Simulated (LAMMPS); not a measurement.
Surface tension of liquid SiC over temperature.

Level of theory: classical MD, pair style vashishta, file SiC.vashishta, run in LAMMPS.

| T (K) | surface tension | excess energy |
|---|---|---|
| 2900 | 0.36 ± 0.04 N/m | 0.65 J/m² |
| 3330 | 0.31 ± 0.04 N/m | 0.74 J/m² |
| 3920 | 0.21 ± 0.02 N/m | 0.65 J/m² |

Caution: at ambient pressure real SiC sublimes or decomposes before or as it melts, so this liquid is the model's.

Errors shown are sampling errors alone.
